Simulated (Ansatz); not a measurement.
## AlRu: biaxial strain +0.83 %, plane normal [111], relaxed out of plane

Base system: AlRu in the CsCl type structure (space group Pm-3m, No. 221; a = 2.9770 Å; relaxed with 0.1 eV smearing). Axes: x, y, z lie along the cube axes.

The change: biaxial strain +0.83 %, plane normal [111], relaxed out of plane (Cartesian); in-plane vectors clamped, the third vector and the atoms free.

Method: Ansatz (a first-principles code) PBEsol, scalar-relativistic without spin-orbit coupling. Settings: 19×19×19 k-points, 0.1 eV Fermi–Dirac smearing.

| quantity | base | changed | shift |
|---|---|---|---|
| volume per atom | 13.19 Å³ | 13.34 Å³ | +0.15 Å³ |
| space group | Pm-3m (No. 221) | R-3m (No. 166) | – |
| shortest interatomic distance | 2.578 Å | 2.565 Å | -0.013 Å |
| energy relative to the base (free energy F) | 0 meV/atom | +2.5 meV/atom | +2.5 meV/atom |
| pressure (mean of the normal stresses, compression positive) | 0.0 GPa | -2.4 GPa | -2.4 GPa |
| band gap | zero | zero | – |
| out-of-plane strain | – | -0.51 % | – |
| ratio −ε⊥/ε∥ | – | 0.61 | – |
| mean in-plane stress (compression positive) | – | -3.6 GPa | – |

Whether these cells are dynamically stable was not tested. The final runs are not spin-polarised.
